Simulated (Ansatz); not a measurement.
Start from ZnO in the wurtzite structure (space group P6_3mc, No. 186; a = 3.235 Å, c = 5.211 Å). Axes: x lies along a and z along c of the hexagonal cell.

The values are results of Ansatz (a first-principles code), r2SCAN, PAW, cutoff 500 eV, no spin-orbit coupling, not measurements.

Perturbation: the cell is scaled by 0.9898 in all directions, atoms relaxed at fixed cell.

**Question.** Predict the stress tensor and what it implies for the stiffness.

**Answer.** Stress of the strained cell less that of the base (GPa, compression positive):
```
   4.96    0.00    0.00
   0.00    4.96    0.00
   0.00    0.00    4.90
```

Then B = −ΔP/(ΔV/V₀) with ΔV/V₀ = -0.0303 gives secant stiffness values (nonlinear terms included at this strain): B (at held cell shape, above the free-shape value) ≈ 163 GPa.

As a check, the harmonic strain energy −½ V₀ Δσ:ε is 5.6 meV/atom; the computed energy rise is 5.4 meV/atom.

No phonon test of stability was made.
